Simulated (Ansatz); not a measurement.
InAs in the zinc blende structure (space group F-43m, No. 216)

Space group F-43m (No. 216); a = b = c = 6.1091 Å, α = β = γ = 90.00°

```csv
atom,site,symmetry,x,y,z
As,4c,-43m,0.2500,0.2500,0.2500
In,4a,-43m,0.0000,0.0000,0.0000
```
(The calculation used a cell of 2 atoms; values per cell refer to that cell.)

Calculations: Ansatz (a program for electronic structure) r2SCAN, scalar-relativistic without spin-orbit coupling. k-mesh 9×9×9 (Γ-centred); smearing 0.05 eV (Fermi–Dirac).

```yaml
volume_per_atom: 28.50 Å³
density: 5.53 g/cm³
band_gap: 0.08 eV, direct at Γ
Lowest conduction-band minima above the VBM: Γ 0.08 eV; L along ⟨111⟩ 1.25 eV
total_energy: -5238.589 eV/atom (σ→0; compares only within this code and set-up)
```

No phonon test of stability was made. The zero or small gap of InAs can change with the level of theory.
